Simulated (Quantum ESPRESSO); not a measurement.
# Sensitivity of a calculation on CsSnI₃ (Pnma, 20 atoms in the cell) to its settings

```
CsSnI3
1.0
   10.35498     0.00000     0.00000
    0.00000     4.67324     0.00000
    0.00000     0.00000    17.55321
Cs Sn I
4 4 12
Direct
  0.58415   0.25000   0.16990
  0.41585   0.75000   0.83010
  0.91585   0.75000   0.66990
  0.08415   0.25000   0.33010
  0.84136   0.25000   0.93810
  0.15864   0.75000   0.06190
  0.65864   0.75000   0.43810
  0.34136   0.25000   0.56190
  0.52685   0.75000   0.61560
  0.47315   0.25000   0.38440
  0.97315   0.25000   0.11560
  0.02685   0.75000   0.88440
  0.79401   0.75000   0.29136
  0.20599   0.25000   0.70864
  0.70599   0.25000   0.79136
  0.29401   0.75000   0.20864
  0.66611   0.75000   0.99863
  0.33389   0.25000   0.00137
  0.83389   0.25000   0.49863
  0.16611   0.75000   0.50137
```

Base run A: Quantum ESPRESSO 7.5 with PBE, PseudoDojo standard norm-conserving (PBE) pseudopotentials, self-consistent single point.

Its settings: ecutwfc = 75 Ry; occupations = fixed; potentials = {Cs: Cs.upf, Sn: Sn.upf, I: I.upf}; K_POINTS = automatic 2 3 1 0 0 0; nbnd = 90; conv_thr = 1e-10 Ry; mixing_beta = 0.4.

The starting cell comes from a database of computed structures (which also holds hypothetical and non-ambient phases and stackings), without a prior relaxation at this level. Its lattice was rescaled by a random factor within 2.5 % of one. Spin-orbit coupling is off.

ΔF is the free energy per atom less that of run A. 

Run A gave: pressure (GPa) 1.94; largest force (eV/Å) 0.350; gap on the mesh (eV) 2.014; k-points 4.

Runs:
- B: lattice scaled by 1.015; ecutwfc: 75 Ry → 45 Ry
- C: K_POINTS: automatic 2 3 1 0 0 0 → automatic 2 4 1 0 0 0
- D: K_POINTS: automatic 2 3 1 0 0 0 → automatic 1 1 1 0 0 0
- E: nbnd: 90 → 89
- F: mixing_ndim: default → 4
- G: use_all_frac: default → true

What does run D change against A?

The free energy rises by 518 meV/atom, the pressure goes from 1.94 to 5.55 GPa, the largest force goes from 0.350 to 0.433 eV/Å and the gap on the mesh goes from 2.014 to 2.234 eV.

What does run B change against A?

The free energy goes up by 721 meV/atom, the pressure goes from 1.94 to -15.91 GPa, the largest force goes from 0.350 to 0.159 eV/Å and the gap on the mesh goes from 2.014 to 2.071 eV.

What does run C change against A?

The free energy stays essentially unchanged (within 1 meV/atom), the pressure moves little (1.94 to 1.97 GPa), the largest force moves little (0.350 to 0.354 eV/Å) and the gap on the mesh goes from 2.014 to 2.030 eV.

```csv
run,ΔF (meV/atom),pressure (GPa),largest force (eV/Å),gap on the mesh (eV),k-points
A,0.00,1.94,0.350,2.014,4
B,721.1,-15.91,0.159,2.071,4
C,0.49,1.97,0.354,2.030,6
D,517.9,5.55,0.433,2.234,1
E,0.00,1.94,0.350,2.014,4
F,0.00,1.94,0.350,2.014,4
G,0.00,1.94,0.350,2.014,4
```
